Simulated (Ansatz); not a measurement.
A constructed model of the (110) surface of bcc V, a pseudomorphic layer of Mg in the host's stacking (bottom of the slab: a bare face, its two planes held)

Computed with PBE (plane waves to 420 eV, PAW; Ansatz, a first-principles code).

Slab: 7 atoms, 13.3 Å thick at the start; k 15x15x1, smearing 0.1 eV, dipole-corrected; 2 atoms held, the rest relaxed; start symmetry kept, larger cells not searched; no spin, no spin-orbit, no U. It is one candidate, not shown to be the stable structure of the face.

The work function of the top face is 4.28 eV. The energy released by relaxation is 0.033 eV and the cost is around 3 core-minutes (rough).
